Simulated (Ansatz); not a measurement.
The starting structures come from a database of crystals and need not be the phases stable at ambient conditions.

By PBEsol, the system below comes out a metal.

Input:

```
CELL_PARAMETERS angstrom
      3.36546     0.00000     0.00000
      0.00000     3.36546     0.00000
      0.00000     0.00000     3.36546
ATOMIC_POSITIONS crystal
  Sc 0.50000 0.50000 0.50000
  Pd 0.00000 0.00000 0.00000
```

Space group of this cell: Pm-3m, CsCl type. The cell is strained (all lengths scaled by 1.02); by PBEsol its mean pressure is -9.1 GPa.

The current flows along the normal of the first two printed cell vectors, the (001) plane of the conventional cell. No spin-orbit coupling; the value is a mean over 0.1 eV about the Fermi level.

Question: State the ballistic conductance per area according to PBEsol run with Ansatz (an electronic-structure program).

Answer: 0.81 × 10¹⁵ S/m² for both spins.
